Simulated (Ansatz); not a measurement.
Subject: the energy of the reaction as written. Reaction: 2 cell B → cell A. Negative: the products are lower in energy.

Cell A: a sheet of composition Al2, 2 atoms, hexagonal cell of 2.75 Å (6.5 Å²), symmetry P-3m1, 2.5 Å thick under 14 Å of vacuum, in-plane vectors relaxed; planes from bottom to top: Al × 2; a model cell; spin state with PBE: run without spin, k-point mesh 18×18×1.
```
CELL_PARAMETERS angstrom
      2.74565     0.00000     0.00000
     -1.37283     2.37780     0.00000
      0.00000     0.00000    16.90209
ATOMIC_POSITIONS crystal
  Al 0.33333 0.66667 0.57289
  Al 0.66667 0.33333 0.42711
```

Cell B: a sheet of composition Al, 1 atom, hexagonal cell of 2.68 Å (6.2 Å²), symmetry P6/mmm, 0.0 Å thick under 16 Å of vacuum, in-plane vectors relaxed; planes from bottom to top: Al; a model cell; spin state with PBE: run without spin, k-point mesh 30×30×1.
```
Al
1.0
    2.68352     0.00000     0.00000
   -1.34176     2.32400     0.00000
    0.00000     0.00000    16.00000
Al
1
Direct
  0.00000   0.00000   0.50000
```

Plane-wave PAW calculations with Ansatz (a program for electronic structure), its PAW set soft_1, cutoff 420 eV, 500 eV for r2SCAN. The structures are at rest with PBE; other levels are single points on them. Neutral cells; Fermi-Dirac smearing of at most 0.10 eV in the solids, energies taken to zero width. The lattices are those relaxed with PBE, so at other levels the solids can be strained, which adds to the spread. A dispersion term (D3(BJ), or D4 for r2SCAN) was computed beside these levels and is taken off wherever the name lacks it. Static lattices, no vibrational contributions. The cells' k-point meshes differ in density, so the last digit is unsettled. Cell A has symmetry P-3m1 and got no random move, so less symmetric positions, which may lie lower, weren't tried. Cell B has symmetry P6/mmm and got no random move, so less symmetric positions, which may lie lower, weren't tried.

Problem. What value does r2SCAN give?

Solution. -0.80 eV, for 2 cell B → cell A.

Problem. List the value at the remaining levels and say how far they part.

Solution. 
```
Functional  value (eV)  less r2SCAN
----------  ----------  -----------
PBE              -0.75         0.05
```

The levels span only 0.05 eV, too little to tell them apart.
